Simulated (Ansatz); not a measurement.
Start from HfN in the rock salt structure (space group Fm-3m, No. 225; a = 4.526 Å; relaxed with 0.1 eV smearing). Axes: x, y, z lie along the cube axes.

Calculations: r2SCAN (Ansatz, a first-principles code; PAW; 500 eV plane waves; scalar-relativistic without spin-orbit coupling), earlier PAW set.

Before the change:

| Quantity | Value |
|---|---|
| Shortest interatomic distance | 4.277 bohr |

The change: tensor shear ε_xz = −0.87 % (engineering shear γ = -0.0174); the atoms relax in the strained cell.

Problem. Predict the new stress, energy relative to the base and shortest interatomic distance.

Solution. The stress (xx, yy, zz, yz, xz, xy; compression positive) comes out as (0.0, 0.0, 0.0, 0.0, 2.2, 0.0) GPa; the energy rises by 1.4 meV/atom; the shortest interatomic distance is still 4.277 bohr.

Stability against distortions was not tested. The final runs are not spin-polarised. An odd electron count without spin: HfN.
